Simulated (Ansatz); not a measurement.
Base system: FeS$_{2}$ (space group Pnnm, No. 58; non-magnetic).

FeS₂ has the orthorhombic space group Pnnm (No. 58), Pearson symbol oP6. Conventional cell: a = 4.367 Å, b = 5.333 Å, c = 3.344 Å, α = β = γ = 90.00°. Fe on 2a is coordinated by 6 S at 2.192–2.209 Å (octahedral). S on 4g is coordinated by 3 Fe at 2.192–2.209 Å and 1 S at 2.251 Å (tetrahedral). (Neighbours: up to the widest gap in distance over summed covalent radii, below 1.35, at either atom; cation-cation and far metal-metal contacts left out.)

Level of theory: PBEsol/PAW in Ansatz (a program for electronic structure), scalar-relativistic without spin-orbit coupling.

One change was made to it. Results:

The band gap goes up by 0.039 eV to 0.95 eV; the density grows by 0.09 g/cm³ (5.11 g/cm³ → 5.20 g/cm³); the smallest direct gap increases by 0.03 eV (1.23 eV → 1.26 eV).

Task: Which change produced these results?
A. pressure 75 GPa
B. pressure 3 GPa
C. pressure 30 GPa
D. pressure 50 GPa
E. pressure 100 GPa

Result: B, pressure 3 GPa. For comparison, the smallest direct gap in the other runs: pressure 50 GPa gives 1.40 eV; pressure 30 GPa gives 1.39 eV; pressure 75 GPa gives 1.39 eV; pressure 100 GPa gives 1.37 eV.

Load acts through the strain it causes; cell and atoms are relaxed under it. Whether these cells are dynamically stable was not tested. Competing high-pressure phases were not computed. Starting moments died away, wholly or in part, for the base; another magnetic solution may exist. The final runs are not spin-polarised.
